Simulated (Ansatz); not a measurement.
Response to strain in Hf

Consider Hf in the hcp (Mg type) structure (space group P6_3/mmc, No. 194; relaxed with 0.1 eV smearing).

```
CELL_PARAMETERS angstrom
      3.19829     0.00000     0.00000
     -1.59915     2.76980     0.00000
      0.00000     0.00000     5.04882
ATOMIC_POSITIONS crystal
  Hf 0.33333 0.66667 0.75000
  Hf 0.66667 0.33333 0.25000
```

Cartesian axes are those of the cell as printed.

Strains are applied to the cell and any free atomic positions relax.

All numbers come from Kohn–Sham DFT with the r2SCAN functional, run in Ansatz (a quantum-chemistry and plane-wave program) with PAW and 500 eV plane waves, spin-orbit coupling left out.

Candidates:
(a) isotropic strain −0.90 %
(b) strain tensor (xx, yy, zz, yz, xz, xy) = (+1.02, +0.63, −0.88, −0.54, +0.83, −0.35) %
(c) strain tensor (xx, yy, zz, yz, xz, xy) = (+0.57, +0.37, −0.11, −0.47, −0.59, +0.36) %
(d) uniaxial strain ε_xx = −1.40 %

Notes on the quantities. energy relative to the base: free energy F.

Order them by energy relative to the base, lowest first.

(c) strain tensor (xx, yy, zz, yz, xz, xy) = (+0.57, +0.37, −0.11, −0.47, −0.59, +0.36) % (+1.9 meV/atom), (d) uniaxial strain ε_xx = −1.40 % (+2.6 meV/atom), (b) strain tensor (xx, yy, zz, yz, xz, xy) = (+1.02, +0.63, −0.88, −0.54, +0.83, −0.35) % (+4.1 meV/atom), (a) isotropic strain −0.90 % (+5.7 meV/atom)

Stability against distortions was not tested. All final runs are without spin polarisation.
